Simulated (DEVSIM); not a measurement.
System: Mo/AlN/n-Ge capacitor, at 400 K.

Layer 1 from the left is AlN, thickness (nm) 3.90. Layer 2 from the left is Ge, thickness (nm) 16000, Nd (cm⁻³) 1.3e15.

Metal gate on the left, work function 4.6 eV. Fixed charge at the semiconductor interface 0 cm⁻² (in units of +e); no interface traps.

Constants are typed, rounded textbook-type inputs, not results; the design itself was drawn at random and stands for no fabricated device. Values at 300 K; Nc and Nv go as T^1.5, mobilities as T to minus their exponent, the gap by Varshni's rule with the affinity fixed.

AlN: gap (eV) 6.1, affinity (eV) 1.9, permittivity 8.5. Ge: gap (eV) 0.664, affinity (eV) 4, permittivity 16, Nc (cm⁻³) 1.04e19, Nv (cm⁻³) 6e18, Varshni α (eV/K) 0.000477, Varshni β (K) 235.

Task: Estimate by hand the flat-band voltage, the threshold voltage, and compare with a numerical solution.

Result: 
- Flat-band voltage: C = 1.93 μF/cm², work-function difference 0.294 V; VFB = φms − qNf/C = 0.29 V; numerical 0.29 V.
- Threshold voltage: φF = 0.015 V, depletion charge √(4εqNφF) = 4.24e-9 C/cm²; VT = VFB − 2φF − Qd/C = 0.26 V; numerical 0.26 V.

Model (solved in DEVSIM): 1D Poisson equation in equilibrium, Boltzmann statistics, complete ionisation; no quantum confinement or tunnelling. Metal contacts follow the ideal Schottky-Mott rule: no Fermi-level pinning, no interface dipoles.
